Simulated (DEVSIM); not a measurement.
Device: abrupt GaAs p-n junction, at 300 K.

```csv
layer (left to right),material,thickness (μm),Nd (cm⁻³),Na (cm⁻³),τn (s),τp (s)
1,GaAs,0.540,-,2.8e15,2.9e-8,2.9e-8
2,GaAs,61.0,3.4e14,-,2.9e-8,2.9e-8
```

Left contact: ohmic. Right contact: ohmic. Voltage is applied to the left contact. Recombination: SRH at mid-gap, Auger. Mobility is μmin + (μ − μmin)/(1 + (N/Nref)^α).

This is a model device: material constants are rounded textbook-type values typed into the input, and sizes, dopings and lifetimes were drawn at random. Values at 300 K; Nc and Nv go as T^1.5, mobilities as T to minus their exponent, the gap by Varshni's rule with the affinity fixed.

```csv
parameter,GaAs
gap (eV),1.424
affinity (eV),4.07
permittivity,12.9
Nc (cm⁻³),4.7e17
Nv (cm⁻³),9e18
μn (cm²/Vs),8500
μp (cm²/Vs),400
"μn,min",500
"μp,min",20
"Nref,n",6e16
"Nref,p",1.5e17
αn,0.39
αp,0.38
T exponent of μn,2.1
T exponent of μp,2.2
Cn (cm⁶/s),1e-30
Cp (cm⁶/s),1e-30
Varshni α (eV/K),0.000541
Varshni β (K),204
```

Model (solved in DEVSIM): 1D drift-diffusion, Boltzmann statistics, complete ionisation; no tunnelling, impact ionisation, image-force lowering or self-heating.

The temperature was swept, all else fixed.

| temperature (K) | dark forward voltage at 1 A/cm² (V) | largest field in the device at zero bias (V/cm) | potential step across the device at zero bias (V) |
|---|---|---|---|
| 250 | 1.022 | 9600 | 1.128 |
| 300 | 0.906 | 9100 | 1.028 |
| 350 | 0.791 | 8600 | 0.925 |
| 400 | 0.674 | 8100 | 0.820 |
| 450 | 0.555 | 7500 | 0.712 |
| 500 | 0.438 | 6900 | 0.603 |

From the first row to the last the dark forward voltage at 1 A/cm² goes from 1.022 to 0.438. From the first row to the last the largest field in the device at zero bias goes from 9600 to 6900.
